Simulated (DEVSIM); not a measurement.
Structure: Schottky contact on n-type GaN, at 300 K.

```tsv
layer (left to right)	material	thickness (μm)	Nd (cm⁻³)	τn (s)	τp (s)
1	GaN	5.60	1.1e17	4.3e-8	4.3e-8
```

Left contact: Schottky, work function 5.29 eV, emission velocity 6.6e6 cm/s. Right contact: ohmic. Voltage is applied to the left contact. Recombination: SRH at mid-gap, radiative. Mobility is constant in doping.

Constants are typed, rounded textbook-type inputs, not results; the design itself was drawn at random and stands for no fabricated device. Values at 300 K.

| parameter | GaN |
|---|---|
| gap (eV) | 3.43 |
| affinity (eV) | 4.1 |
| permittivity | 9.5 |
| Nc (cm⁻³) | 2.3e18 |
| Nv (cm⁻³) | 4.6e19 |
| μn (cm²/Vs) | 1200 |
| μp (cm²/Vs) | 100 |
| B (cm³/s) | 1e-11 |

Simulated with DEVSIM: 1D drift-diffusion, Boltzmann statistics, complete ionisation; no tunnelling, impact ionisation, image-force lowering or self-heating. Metal contacts follow the ideal Schottky-Mott rule: no Fermi-level pinning, no interface dipoles.

Tabulate band edges, carrier densities and field at -5.0 V on the left contact.

Energies count from the Fermi level of the right contact; mesh points crowd at the junctions.

| x (μm) | Ec (eV) | Ev (eV) | n (cm⁻³) | p (cm⁻³) | field (V/cm) |
|---|---|---|---|---|---|
| 0.000 | 6.190 | 2.760 | < 1e2 | < 1e2 | -500000 |
| 0.01208 | 5.595 | 2.165 | < 1e2 | < 1e2 | -480000 |
| 0.03243 | 4.662 | 1.232 | < 1e2 | < 1e2 | -440000 |
| 0.06068 | 3.511 | 0.081 | < 1e2 | < 1e2 | -380000 |
| 0.1195 | 1.652 | -1.778 | < 1e2 | < 1e2 | -250000 |
| 0.2000 | 0.280 | -3.150 | 4.6e13 | < 1e2 | -86000 |
| 0.3118 | 0.079 | -3.351 | 1.1e17 | < 1e2 | -38 |
| 0.5679 | 0.079 | -3.351 | 1.1e17 | < 1e2 | ≈ 0 |
| 0.8633 | 0.079 | -3.351 | 1.1e17 | < 1e2 | ≈ 0 |
| 1.306 | 0.079 | -3.351 | 1.1e17 | < 1e2 | ≈ 0 |
| 1.969 | 0.079 | -3.351 | 1.1e17 | < 1e2 | ≈ 0 |
| 3.317 | 0.079 | -3.351 | 1.1e17 | < 1e2 | ≈ 0 |
| 4.085 | 0.079 | -3.351 | 1.1e17 | < 1e2 | ≈ 0 |
| 4.638 | 0.079 | -3.351 | 1.1e17 | < 1e2 | ≈ 0 |
| 5.041 | 0.079 | -3.351 | 1.1e17 | < 1e2 | ≈ 0 |
| 5.251 | 0.079 | -3.351 | 1.1e17 | < 1e2 | ≈ 0 |
| 5.375 | 0.079 | -3.351 | 1.1e17 | < 1e2 | ≈ 0 |
| 5.458 | 0.079 | -3.351 | 1.1e17 | < 1e2 | ≈ 0 |
| 5.530 | 0.079 | -3.351 | 1.1e17 | < 1e2 | ≈ 0 |
| 5.561 | 0.079 | -3.351 | 1.1e17 | < 1e2 | ≈ 0 |
| 5.582 | 0.079 | -3.351 | 1.1e17 | < 1e2 | ≈ 0 |
| 5.600 | 0.079 | -3.351 | 1.1e17 | < 1e2 | ≈ 0 |
